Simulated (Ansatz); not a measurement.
Start from MgSe in the rock salt structure (space group Fm-3m, No. 225; a = 5.508 Å).

Method: Ansatz (a first-principles code), PBE, PAW, cutoff 420 eV, no spin-orbit coupling.

The change: every lattice vector is shortened by 1.50 %; the atoms relax in the strained cell.

Q: Predict the new mean gap deformation potential ΔEg/Δln V and energy relative to the base.

A: The mean gap deformation potential ΔEg/Δln V is -1.7 eV; the energy rises by 8.4 meV/atom.

Whether these cells are dynamically stable was not tested.
